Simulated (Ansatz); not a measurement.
**In (model structure, Fd-3m, No. 227, 2 atoms in the cell): bulk modulus by level of theory**

No measured value is used here.

```tsv
level (code)	value (GPa)	cell (Å³/atom)
LDA (Ansatz)	[?]	33.79
PBEsol (Ansatz)	28.6	35.37
r²SCAN (Ansatz)	28.2	36.21
```

Q: Some entries are withheld; supply them.

A: 
- LDA (Ansatz, a quantum-chemistry and plane-wave program), value (GPa): 32.1

LDA, PBEsol, r²SCAN: the bulk modulus is −V dP/dV from two relaxed cells at ±2 % in volume. Each level is taken at its own relaxed cell. Cutoffs differ between the levels. Ansatz's density-functional and Hartree–Fock values are scalar-relativistic unless marked +SOC, with PAW data made under PBE.

A model structure was made by putting elements into a prototype or built by hand; it is no filed structure, need not be a known phase, and can be a saddle point held by its symmetry.
